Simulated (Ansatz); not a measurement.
# What x(Pd) = 0.333, 3 atoms, Immm does to Ag

Consider Ag in the fcc (Cu type) structure (space group Fm-3m, No. 225; a = 4.1486 Å).

The other end (x = 1) is Pd in the fcc (Cu type) structure (space group Fm-3m, No. 225): 15.32 Å³/atom, gap zero.

Perturbation: Pd replaces 33.3 % of the Ag, ordered in a cell of 3 atoms (starting symmetry Immm) and fully relaxed.

All numbers come from Ansatz (an electronic-structure program), PBE, PAW, cutoff 420 eV, scalar-relativistic without spin-orbit coupling. Settings: 20×20×20 k-points, 0.05 eV Fermi–Dirac smearing, for the changed cell.

```csv
quantity,base,changed,shift
volume per atom,17.85 Å³,16.87 Å³,-0.98 Å³
density,10.03 g/cm³,10.57 g/cm³,+0.54 g/cm³
shortest interatomic distance,2.933 Å,2.852 Å,-0.081 Å
band gap,zero,zero,–
mixing energy (to 0.01 eV only: unlike meshes or grids),–,-0.06 eV/atom,–
deviation of the volume from the linear (Vegard-type) interpolation,–,-0.8 %,–
```

Cost of the whole job for the changed cell (relaxation, final SCF and bands): around 13 core-minutes (rough).

These are small ordered cells, not random alloys; other orderings at the same x differ. No phonon test of stability was made. All final runs are without spin polarisation.
